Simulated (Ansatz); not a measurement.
Results of PBEsol (plane waves, PAW; Ansatz, a first-principles code) for SnGe (model structure, started from the CsCl type, Pm-3m, No. 221, 2 atoms in the cell).

Input:

Ansatz 0.2 input:
```yaml
crystal:
  lattice:
    - [3.5626489037, 0.0, 0.0]
    - [0.0, 3.5626489037, 0.0]
    - [0.0, 0.0, 3.5626489037]
  atoms:
    - { symbol: Sn, position: [0.0, 0.0, 0.0] }
    - { symbol: Ge, position: [0.5, 0.5, 0.5] }
basis:
  ecutwfc: 520
  ecutrho_ratio: 4
  xc_grid: 2
kpoints:
  mp_grid: { grid: [16, 16, 16] }
hamiltonian:
  xc: pbesol
  dispersion: none
  pseudopotentials: { kind: paw }
scf:
  occupations: { method: fermi_dirac, width: 0.05 }
output:
  forces: true
  stress: true
  eigenvalues: true
relax:
  f_tol: 0.004
  escape_saddle: false
  max_steps: 80
```

From the output:

```
WARN output.stress: scf.convergence.dr2_threshold = 1e-7 eV (the SCF's general default) is looser than the 2e-10 eV advised for a printed stress (1e-10 eV for …
Relaxation: its limit of steps is 80 (relax.max_steps)
Crystal: 2 atoms, lattice volume = 45.219 Å³
Basis set: ecut = 520 eV, 1213 PW (Γ), exchange–correlation on 54×54×54 points (8 copies of the dense FFT grid, shifted against one another)
Bands: 18, of which v1, the nominal top of the filled ones, is band 14 counted from 1 (13 counted from 0)
Symmetry: 48 space group operations
Space group: Pm-3m (ITA 221), of the structure as read, at distance tolerance 3.6e-5 Å
k-points: 165 of 4096
Functional: x = pbesol(κ = 0.804, μ = 0.12345679012345678), c = pbesol(β = 0.046)
SCF iter   1: F=—  HF=-10202.931863 eV  |F-HF|=—  |Δ(HF+E_count)|=         —  Δρ=2.11e-3  dr2=1.16e-3
SCF iter   2: F=—  HF=-10202.930075 eV  |F-HF|=—  |Δ(HF+E_count)|=   1.79e-3  Δρ=1.14e-3  dr2=3.63e-4
  ...
SCF iter   5: F=—  HF=-10202.929939 eV  |F-HF|=—  |Δ(HF+E_count)|=   3.79e-7  Δρ=3.63e-5  dr2=6.34e-7
SCF iter   6: F=-10202.929939 eV  HF=-10202.929939 eV  |F-HF|=5.37e-8  |Δ(HF+E_count)|=   1.28e-7  Δρ=1.09e-5  dr2=2.95e-8
SCF 1 converged in 6 iterations: F = -10202.929939 eV  dr2 = 2.95e-8
SCF converged after 6 iterations
Free energy (F): -10202.929939 eV
Internal energy: -10202.919456 eV  (E = F + TS)
E sigma→0 (E₀):  -10202.924698 eV
Fermi energy:    11.017893 eV
--- Stress (GPa, compression-positive) ---
       -1.196146       0.000000       0.000000
        0.000000      -1.196146       0.000000
        0.000000       0.000000      -1.196146
  P = ⅓ Tr σ = -1.1961 GPa (-11.961 kbar)
```

The cell is one volume of an energy–volume scan, off the minimum.

The PAW data were made under PBE.

Note: the relaxation could raise the start's symmetry but not lower it, so the cell can be a saddle point.

It cost roughly 12 core-seconds of CPU time.

A model structure was made by putting elements into a prototype or built by hand; it is no filed structure, need not be a known phase, and can be a saddle point held by its symmetry.
